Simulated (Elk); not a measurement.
Input and output of a self-consistent single point for Sr2NbN2O2 (I4/mmm, 7 atoms in the cell) (Elk)

Level of theory: PBEsol, all-electron FP-LAPW, Elk's shipped species files, default APW+lo basis (Elk).

The input file:

```
tasks
  0

xctype
  22

rgkmax
  7.0

rmtscf
  0.81

stype
  0

swidth
  0.00734986

scale
  1.889726125

avec
   -2.0315300000    2.0315300000    6.5035150000
    2.0315300000   -2.0315300000    6.5035150000
    2.0315300000    2.0315300000   -6.5035150000

atoms
  4   : nspecies
  'Sr.in'   : spfname
  2   : natoms; atposl, bfcmt below
  0.3516800000  0.3516800000  0.0000000000    0.0 0.0 0.0
  0.6483200000  0.6483200000  0.0000000000    0.0 0.0 0.0
  'Nb.in'   : spfname
  1   : natoms; atposl, bfcmt below
  0.0000000000  0.0000000000  0.0000000000    0.0 0.0 0.0
  'N.in'   : spfname
  2   : natoms; atposl, bfcmt below
  0.5000000000  0.0000000000  0.5000000000    0.0 0.0 0.0
  0.0000000000  0.5000000000  0.5000000000    0.0 0.0 0.0
  'O.in'   : spfname
  2   : natoms; atposl, bfcmt below
  0.1623700000  0.1623700000  0.0000000000    0.0 0.0 0.0
  0.8376300000  0.8376300000  0.0000000000    0.0 0.0 0.0

ngridk
  7 7 7
```

Log, with long lists cut:

```
│ Elk code version 10.2.4 │

All units are atomic (Hartree, Bohr, etc.)

│ Ground-state run starting from atomic densities │

Lattice vectors :
  -3.839035315       3.839035315       12.28986220
   3.839035315      -3.839035315       12.28986220
   3.839035315       3.839035315      -12.28986220

Unit cell volume      :    724.5214023
Brillouin zone volume :   0.3423642320

Muffin-tin inner radius fraction :   0.1000000000E-01

Nuclei treated as point charges

Species :    1 (Sr)
 parameters loaded from : Sr.in
 name : strontium
 nuclear charge    :   -38.00000000
 electronic charge :    38.00000000
 atomic mass :    159721.4890
 muffin-tin radius :    2.106000000
 number of radial points in muffin-tin :    597
 atomic positions (lattice), magnetic fields (Cartesian) :
   1 :   0.35168000  0.35168000  0.00000000    0.00000000  0.00000000  0.00000000
   2 :  -0.35168000 -0.35168000  0.00000000    0.00000000  0.00000000  0.00000000

Species :    2 (Nb)
 parameters loaded from : Nb.in
 name : niobium
 nuclear charge    :   -41.00000000
 electronic charge :    41.00000000
 atomic mass :    169357.9703
 muffin-tin radius :    2.106000000
 number of radial points in muffin-tin :    597
 atomic positions (lattice), magnetic fields (Cartesian) :
   1 :   0.00000000  0.00000000  0.00000000    0.00000000  0.00000000  0.00000000

Species :    3 (N)
 parameters loaded from : N.in
 name : nitrogen
 nuclear charge    :   -7.000000000
 electronic charge :    7.000000000
 atomic mass :    25532.65214
 muffin-tin radius :    1.458000000
 number of radial points in muffin-tin :    297
 atomic positions (lattice), magnetic fields (Cartesian) :
   1 :   0.50000000  0.00000000  0.50000000    0.00000000  0.00000000  0.00000000
   2 :   0.00000000  0.50000000  0.50000000    0.00000000  0.00000000  0.00000000

Species :    4 (O)
 parameters loaded from : O.in
 name : oxygen
 nuclear charge    :   -8.000000000
   [... lines left out ...]
Maximum (1/2)|G+k|²                   :    8.132229166
Maximum |G| for potential and density :    12.00000000
 potential will be trimmed for |G| > 2 gkmax
Constant for pseudocharge density :    6
Radial integration step length :    4

G-vector grid sizes :     54    54    54
Number of G-vectors :    21155

Maximum angular momentum used for
 APW functions                      :    8
 outer part of muffin-tin           :    6
 inner part of muffin-tin           :    1

Total nuclear charge    :   -147.0000000
Total core charge       :    92.00000000
Total valence charge    :    55.00000000
Total excess charge     :    0.000000000
Total electronic charge :    147.0000000

Effective Wigner radius, rₛ :    1.055719212

Number of empty states         :   28
Total number of valence states :   56
Total number of core states    :   92

Total number of local-orbitals :   54

Exchange-correlation functional :     22     0     0
 PBEsol, Phys. Rev. Lett. 100, 136406 (2008)
 gradient requirement :    1
 generalised gradient approximation (GGA)

Smearing type :    0
 Gaussian
Smearing width :   0.7349860000E-02
Effective electronic temperature (K) :    2320.902224

Mixing type :    3
 Broyden mixing, J. Phys. A: Math. Gen. 17, L317 (1984)

Kohn-Sham potential initialised from atomic data
│ Self-consistent loop started │
│ Loop number : 1 │
 total energy                :     -10430.0110807
│ Loop number : 2 │
 total energy                :     -10430.3524074
RMS change in Kohn-Sham potential (target) :    1.446770564     (  0.1000000000E-05)
Absolute change in total energy (target)   :   0.3413266845     (  0.1000000000E-03)
│ Loop number : 3 │
 total energy                :     -10430.2201151
RMS change in Kohn-Sham potential (target) :    1.419746155     (  0.1000000000E-05)
Absolute change in total energy (target)   :   0.4696064541E-01 (  0.1000000000E-03)
│ Loop number : 4 │
 total energy                :     -10433.6796481
RMS change in Kohn-Sham potential (target) :   0.7103279155     (  0.1000000000E-05)
Absolute change in total energy (target)   :    3.447792808     (  0.1000000000E-03)
│ Loop number : 5 │
 total energy                :     -10434.3483110
RMS change in Kohn-Sham potential (target) :   0.2804888832     (  0.1000000000E-05)
Absolute change in total energy (target)   :    1.530611078     (  0.1000000000E-03)
   [... lines left out ...]
Absolute change in total energy (target)   :   0.2440107790E-02 (  0.1000000000E-03)
│ Loop number : 14 │
 total energy                :     -10433.8690507
RMS change in Kohn-Sham potential (target) :   0.1786572387E-04 (  0.1000000000E-05)
Absolute change in total energy (target)   :   0.2589276888E-02 (  0.1000000000E-03)
│ Loop number : 15 │
 total energy                :     -10433.8686180
RMS change in Kohn-Sham potential (target) :   0.7144737490E-05 (  0.1000000000E-05)
Absolute change in total energy (target)   :   0.2145782892E-03 (  0.1000000000E-03)
│ Loop number : 16 │
 total energy                :     -10433.8685614
RMS change in Kohn-Sham potential (target) :   0.3008626961E-05 (  0.1000000000E-05)
Absolute change in total energy (target)   :   0.2910424882E-05 (  0.1000000000E-03)
│ Loop number : 17 │
 total energy                :     -10433.8685550
RMS change in Kohn-Sham potential (target) :   0.9014333503E-06 (  0.1000000000E-05)
Absolute change in total energy (target)   :   0.7117509085E-05 (  0.1000000000E-03)
Convergence targets achieved

│ Loop number : 18 │

Energies :
 Fermi                       :     0.254174269060
 sum of eigenvalues          :     -6130.56441752
 electron kinetic            :      10755.4496840
 core electron kinetic       :      10525.4610711
 Coulomb                     :     -20835.7291039
 Coulomb potential           :     -16422.2573029
 nuclear-nuclear             :     -1060.69391896
 electron-nuclear            :     -23127.8130670
 Hartree                     :      3352.77788204
 Madelung                    :     -12624.6004525
 xc potential                :     -463.756798631
 exchange                    :     -345.720106255
 correlation                 :     -7.86897980946
 total energy                :     -10433.8685060

Density of states at Fermi energy :    65.47985989
 (states/Hartree/unit cell)

Estimated indirect band gap :   0.5574117702E-03
 from k-point     29 to k-point      3
Estimated direct band gap   :   0.9879642572E-02
 at k-point     27

Charges :
 core                        :    92.00000000
 valence                     :    55.00000000
 interstitial                :    15.15846153
 muffin-tins (core leakage)
  species :    1 (Sr)
   atom    1                 :    35.04315095     (  0.5795689785E-03)
   atom    2                 :    35.04315095     (  0.5795689785E-03)
  species :    2 (Nb)
   atom    1                 :    37.68470915     (  0.3916858172E-04)
  species :    3 (N)
   atom    1                 :    5.420155912     (  0.6851292184E-05)
   atom    2                 :    5.420155912     (  0.6851292184E-05)
  species :    4 (O)
   atom    1                 :    6.615107803     (  0.6135981168E-06)
   atom    2                 :    6.615107803     (  0.6135981168E-06)
 total in muffin-tins        :    131.8415385
 total calculated charge     :    147.0012884
 total charge                :    147.0000000
 error                       :   0.1288435505E-02

│ Self-consistent loop stopped │
```

The run converged in 18 iterations. The count includes the last loop, which Elk runs after its targets are met.

The starting cell comes from a database of computed structures (which also holds hypothetical and non-ambient phases and stackings), without a prior relaxation at this level. Spin polarisation is off. Values depend on the basis (sphere radii, cutoffs, local orbitals), which need not be converged. The log's line on a gap gives a spacing of levels on this mesh, which the program prints for metals too.

Cost on one core of a shared machine: roughly 4 min.
